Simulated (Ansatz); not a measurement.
**Response to strain in HfB2**

Start from HfB$_{2}$ (space group P6/mmm, No. 191; a = 3.146 Å, c = 3.486 Å; relaxed with 0.1 eV smearing). Axes: x lies along a and z along c of the hexagonal cell.

Strains are applied to the cell and any free atomic positions relax.

Computed with DFT with PBE, PAW potentials and a 420 eV plane-wave cutoff in Ansatz (a quantum-chemistry and plane-wave program), no SOC.

Notes on the quantities. energy relative to the base: free energy F; pressure: mean of the normal stresses, compression positive.

```tsv
change	energy relative to the base	volume per atom	pressure
base	0 meV/atom	9.96 Å³	0.0 GPa
uniaxial strain ε_zz = −3.00 %	+13 meV/atom	9.66 Å³	7.5 GPa
uniaxial strain ε_zz = −2.50 %	+9.0 meV/atom	9.71 Å³	6.2 GPa
uniaxial strain ε_zz = −2.00 %	+5.7 meV/atom	9.76 Å³	4.9 GPa
uniaxial strain ε_zz = −1.50 %	+3.2 meV/atom	9.81 Å³	3.6 GPa
uniaxial strain ε_zz = −1.00 %	+1.4 meV/atom	9.86 Å³	2.4 GPa
uniaxial strain ε_zz = −0.50 %	+0.3 meV/atom	9.91 Å³	1.2 GPa
uniaxial strain ε_zz = +1.50 %	+3.0 meV/atom	10.11 Å³	-3.3 GPa
uniaxial strain ε_zz = +2.00 %	+5.3 meV/atom	10.16 Å³	-4.3 GPa
uniaxial strain ε_zz = +3.00 %	+12 meV/atom	10.26 Å³	-6.2 GPa
```

No phonon test of stability was made. The final runs are not spin-polarised.
